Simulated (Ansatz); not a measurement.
The starting structures come from a database of crystals and need not be the phases stable at ambient conditions.

 Where the default PAW files enter, the runs use the earlier of Ansatz's two default sets.

Input:

```
CELL_PARAMETERS angstrom
      4.08398     0.00000     0.00000
      0.00000     5.73564     0.00000
      0.00000     0.00000     4.00390
ATOMIC_POSITIONS crystal
  Zn 0.00000 0.00000 0.00000
  Sn 0.50000 0.50000 0.50000
  P  0.50000 0.77294 0.00000
  P  0.00000 0.22706 0.50000
```

Space group of this cell: Pmm2. The cell is strained (lengths across the current scaled by 1.02, ions clamped); by r2SCAN its mean pressure is -2.6 GPa.

Transport runs along the normal of the first two printed cell vectors.

The gap is the functional's own. No spin-orbit coupling. Mid-gap values are interpolated on the energy grid.

Task: Predict the band gap and the smallest decay constant κ at mid-gap from r2SCAN run with Ansatz (a first-principles code).

Result: Gap 0.63 eV on a 8×6×8 mesh; κ = 0.056 1/Å, at the zone centre.
